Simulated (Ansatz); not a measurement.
Si (diamond structure), Σ11 (113) [1-10] symmetric tilt. One B atom replaces one Si atom in a bicrystal of 56 atoms (one solute to 50 Å² of one boundary, a high coverage); atoms relaxed, cell held. Energies count from the site farthest from both boundaries, which lies only 5.6 Å away; negative means that the solute is drawn to the site. The cell is neutral, and spin is allowed where the electrons are odd. k-points: Γ-centred 2×6×1 mesh; occupations: Fermi-Dirac, 0.050 eV; spin-polarised, moments started parallel. Scalar-relativistic, no spin-orbit coupling.

Sites tried, by distance from the nearest boundary plane (Å): 0.69, 0.69, 1.13, 2.35.

**Question.** Does B segregate by PBE in Ansatz (an electronic-structure program), and with what energy at each site?

**Answer.** 0.69 Å: -0.01 eV; 0.69 Å: -0.01 eV; 1.13 Å: 0.09 eV; 2.35 Å: -0.06 eV. The most favoured site tried binds it by 0.06 eV.
